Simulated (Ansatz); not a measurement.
The cell is built on a prototype and need not be the phase stable at ambient conditions.

By PBEsol, the system below comes out a metal.

A figure of merit of an interconnect metal is its ballistic conductance per area.

Consider the following.

```yaml
crystal:
  lattice:
    - [3.33314, 0.00000, 0.00000]
    - [-1.66657, 2.88658, 0.00000]
    - [0.00000, 0.00000, 5.79228]
  atoms:
    - { symbol: Sn, position: [0.00000, 0.00000, 0.00000] }
    - { symbol: Sn, position: [0.00000, 0.00000, 0.50000] }
    - { symbol: C, position: [0.33333, 0.66667, 0.25000] }
    - { symbol: C, position: [0.66667, 0.33333, 0.75000] }
```

Space group of this cell: P6_3/mmc, NiAs type. The cell was relaxed by PBE-D3(BJ); by PBEsol its mean pressure is -0.9 GPa.

The current flows along the normal of the first two printed cell vectors. No spin-orbit coupling; the value is a mean over 0.1 eV about the Fermi level.

Q: State the ballistic conductance per area according to PBEsol in Ansatz (a program for electronic structure).

A: 0.58 × 10¹⁵ S/m² for both spins.
